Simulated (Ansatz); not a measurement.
A computed series for hypothetical zinc blende PbTe: pressure series

Consider PbTe in the zinc blende structure (space group F-43m, No. 216; a = 7.284 Å; a hypothetical phase, not in the database extracts checked).

Cell and atoms are relaxed at each pressure.

Level of theory: r2SCAN/PAW in Ansatz (a quantum-chemistry and plane-wave program), without spin-orbit coupling.

Computed cases, in order: pressure −2 GPa; pressure −1 GPa; 0 GPa (base); pressure 1.8 GPa; pressure 4.2 GPa; pressure 9 GPa; pressure 18 GPa; pressure 30 GPa; pressure 45 GPa; pressure 60 GPa.

Question: Between which two neighbouring cases does the band gap open or close?

Answer: Between pressure 9 GPa (0.08 eV) and pressure 18 GPa (zero). The whole series: pressure −2 GPa: 0.94 eV; pressure −1 GPa: 0.84 eV; 0 GPa (base): 0.75 eV; pressure 1.8 GPa: 0.60 eV; pressure 4.2 GPa: 0.41 eV; pressure 9 GPa: 0.08 eV; pressure 18 GPa: zero; pressure 30 GPa: zero; pressure 45 GPa: zero; pressure 60 GPa: zero.

The mesh was chosen for an insulator and is coarse for the gapless case. Spin-orbit coupling, missing from the scalar runs, can matter with Pb and Te. Load acts through the strain it causes; cell and atoms are relaxed under it. Stability against distortions was not tested. No other phases were tried under pressure. The final runs are not spin-polarised. The zero or small gap of PbTe under pressure 9 GPa, PbTe under pressure 18 GPa and PbTe under pressure 30 GPa can change with the level of theory.
